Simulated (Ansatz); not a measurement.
The parent structure is SnS2 in the CdI2 type structure (space group P-3m1, No. 164; layered, stacked along the Cartesian z axis).

```yaml
crystal:
  lattice:
    - [3.62596, 0.00000, 0.00000]
    - [-1.81298, 3.14018, 0.00000]
    - [0.00000, 0.00000, 5.57353]
  atoms:
    - { symbol: Sn, position: [0.00000, 0.00000, 0.00000] }
    - { symbol: S, position: [0.33333, 0.66667, 0.26441] }
    - { symbol: S, position: [0.66667, 0.33333, 0.73559] }
```

Computed with PBEsol-D3(BJ), PAW, 420 eV (Ansatz, a first-principles code; no spin-orbit coupling), earlier PAW set.

Base values:

| Item | Value |
|---|---|
| Band gap | 0.96 eV |
| Volume per atom | 21.15 Å³ |
| Gap character | indirect, K–Γ (87 % along) → k = (0, 0.455, 1/3) in the run's primitive reciprocal basis |

Now apply this change: Cl takes the place of S on all its sites, then cell and atoms are relaxed.

Problem. Estimate the effect on the band gap, volume per atom and gap character.

Solution. The band gap increases by 0.87 eV (0.96 eV → 1.83 eV); the volume per atom grows by 6.89 Å³ to 28.04 Å³; the gap character changes from indirect, K–Γ (87 % along) → k = (0, 0.455, 1/3) in the run's primitive reciprocal basis to indirect, H → A.

Whether these cells are dynamically stable was not tested. As relaxed here, SnCl2 is a hypothetical phase, not in the database extracts checked.
